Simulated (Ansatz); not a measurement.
Relaxation of cell and atoms of TaN (Fm-3m, 2 atoms in the cell) at several settings

```xyz
2
Lattice="0.0000 2.1636 2.1636 2.1636 0.0000 2.1636 2.1636 2.1636 0.0000" Properties=species:S:1:pos:R:3 pbc="T T T"
Ta     2.1636     2.1636     2.1636
N      0.0000     0.0000     0.0000
```

Base: Ansatz (a first-principles code) with PBE, PAW files. Its settings: basis.ecutwfc = 420 eV; kpoints.mp_grid.grid = 9 9 9; hamiltonian.xc = pbe; hamiltonian.pseudopotentials = {kind: paw} (an earlier, softer set of the program's PAW files); scf.occupations.method = methfessel_paxton; scf.occupations.width = 0.136 eV. Starting volume 10.13 Å³ per atom.

Each line gives the change from the base single point and the result:

- relax: default → cell and atoms: pressure 0.00 GPa; final cell a = 3.1224 Å, b = 3.1224 Å, c = 3.1224 Å, α = 60.00°, β = 60.00°, γ = 60.00°; final volume per atom 10.76 Å³; relaxation steps 7; free energy against the base single point -43.1 meV/atom.
- hamiltonian.xc: pbe → pbesol; relax: default → cell and atoms [DFT, PBEsol, plane waves, PAW files made with PBE]: pressure 0.00 GPa; final cell a = b = c = 3.093 Å, α = β = γ = 60.00°; final volume per atom 10.46 Å³; relaxation steps 7.

The starting cell comes from a database of computed structures (which also holds hypothetical and non-ambient phases and stackings), without a prior relaxation at this level. Its lattice was rescaled by a random factor within 2.5 % of one. Spin polarisation is off. Ansatz's pressure includes its estimate of the finite-basis (Pulay) stress.

Left out of this page: 1 run of the series outside the window shown, repeating another row's setting, or not comparable.

Keys are those of Ansatz 0.2.
